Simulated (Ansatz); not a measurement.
Take ScBi in the zinc blende structure (space group F-43m, No. 216; a hypothetical phase, not in the database extracts checked) as the base.

```yaml
crystal:
  lattice:
    - [0.00000, 3.36954, 3.36954]
    - [3.36954, 0.00000, 3.36954]
    - [3.36954, 3.36954, 0.00000]
  atoms:
    - { symbol: Bi, position: [0.75000, 0.75000, 0.75000] }
    - { symbol: Sc, position: [0.00000, 0.00000, 0.00000] }
```

Cartesian axes are those of the cell as printed.

All numbers come from Ansatz (a first-principles code) PBE, scalar-relativistic without spin-orbit coupling.

One thing is altered: the cell is stretched by 5.85 % along y with no lateral relaxation; the atoms relax in the strained cell.

Task: Predict the stress tensor and what it implies for the stiffness.

Result: Stress of the strained cell less that of the base (GPa, compression positive):
```
  -1.72    0.00    0.00
   0.00   -2.24    0.00
   0.00    0.00   -1.72
```

Then −Δσ_ii/ε with ε = 0.0585 gives secant stiffness values (nonlinear terms included at this strain): C22 ≈ 38 GPa, C12 ≈ 29 GPa and C23 ≈ 29 GPa.

As a check, the harmonic strain energy −½ V₀ Δσ:ε is 16 meV/atom; the computed energy rise is 16 meV/atom.

Whether these cells are dynamically stable was not tested. The final runs are not spin-polarised.
